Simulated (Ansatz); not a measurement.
The parent structure is Mo in the bcc (W type) structure (space group Im-3m, No. 229; a = 3.1300 Å; relaxed with 0.1 eV smearing). Axes: x, y, z lie along the cube axes.

All numbers come from plane-wave PAW DFT at the PBEsol level (Ansatz, an electronic-structure program, 420 eV), no spin-orbit coupling.

Perturbation: the cell is compressed by 2.00 % along z with no lateral relaxation, atoms relaxed at fixed cell.

How does this affect the stress?

The stress (xx, yy, zz, yz, xz, xy; compression positive) amounts to (3.7, 3.7, 10.5, 0.0, 0.0, 0.0) GPa.

What happens to the energy relative to the base?

The energy grows by 9.8 meV/atom.

The cells carry an imposed strain or load. Stability against distortions was not tested. All final runs are without spin polarisation.
